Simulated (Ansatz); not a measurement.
System: fcc Yb. Method: r²SCAN in Ansatz (plane waves, PAW).

Run with plane-wave cutoff 560 eV, 18×18×18 k mesh, Fermi–Dirac smearing 0.05 eV, no spin polarisation, scalar-relativistic PAW data made under PBE.

Results at a series of volumes:

```tsv
V (Å³/atom)	E − E_lowest (meV/atom)	P (GPa)
33.075	8.75	1.387
33.778	3.77	0.886
34.482	0.91	0.423
35.186	0.00	-0.002
35.889	0.88	-0.391
36.593	3.39	-0.747
37.297	7.39	-1.070
```

Task: What bulk modulus B0 and pressure derivative B′ does a third-order Birch–Murnaghan fit give?

Result: V0 = 35.182 Å³/atom, B0 = 20.3 GPa, B′ = 3.4 (fit to the energies at full precision).

Measured, for comparison: bulk modulus 16.3 GPa (temperature not stated, no zero-point or thermal correction; as tabulated in doi:10.1007/BF02743909 (ytterbium under pressure), abstract); equilibrium volume per atom 41.24 Å³/atom (293 K, no zero-point or thermal correction; as tabulated in Wikipedia's data pages). Computed (rounded) less measured: bulk modulus +25 %, equilibrium volume per atom -14.7 %.

Spin–orbit coupling is not included.

Ansatz is an electronic-structure program.
